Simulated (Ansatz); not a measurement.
System: CuI (P4/nmm, No. 129, 4 atoms in the cell; start mp-22863; a measured phase of this formula has another space group). Method: LDA (Ansatz, an electronic-structure program, plane waves, PAW).

Numerical settings: plane-wave cutoff 500 eV, 10×10×6 k mesh (along the axes of the cell as run), gaussian smearing 0.02 eV, no spin polarisation, scalar-relativistic PAW data made under PBE.

Cell (relaxed at this level):

```cif
data_Cu2I2
_chemical_formula_sum 'Cu2 I2'
_space_group_name_H-M_alt 'P4/nmm :1'
_space_group_IT_number 129
_space_group_name_Hall 'P 4ab 2ab -1ab'
_cell_length_a 3.95582
_cell_length_b 3.95582
_cell_length_c 6.18988
_cell_angle_alpha 90.000
_cell_angle_beta 90.000
_cell_angle_gamma 90.000
loop_
_space_group_symop_operation_xyz
  'x, y, z'
  '-y+1/2, x+1/2, z'
  '-x, -y, z'
  'y+1/2, -x+1/2, z'
  'x+1/2, -y+1/2, -z'
  '-y, -x, -z'
  '-x+1/2, y+1/2, -z'
  'y, x, -z'
  '-x+1/2, -y+1/2, -z'
  'y, -x, -z'
  'x+1/2, y+1/2, -z'
  '-y, x, -z'
  '-x, y, z'
  'y+1/2, x+1/2, z'
  'x, -y, z'
  '-y+1/2, -x+1/2, z'
loop_
_atom_site_label
_atom_site_type_symbol
_atom_site_symmetry_multiplicity
_atom_site_Wyckoff_symbol
_atom_site_fract_x
_atom_site_fract_y
_atom_site_fract_z
_atom_site_occupancy
Cu1 Cu 2 a 0.00000 0.00000 0.00000 1
I1 I 2 c 0.50000 0.00000 0.27076 1
```

### Question
Give the computed band gap.

### Answer

band gap: 1.48 eV (on the SCF k mesh)

Note: the relaxation could not lower the start's symmetry, so the cell can be a saddle point above a distorted one.

Spin–orbit coupling is not included; with these elements it can move the gap by several tenths of an eV or more.

A start named mp-… is a Materials Project structure, which need not be a measured phase.
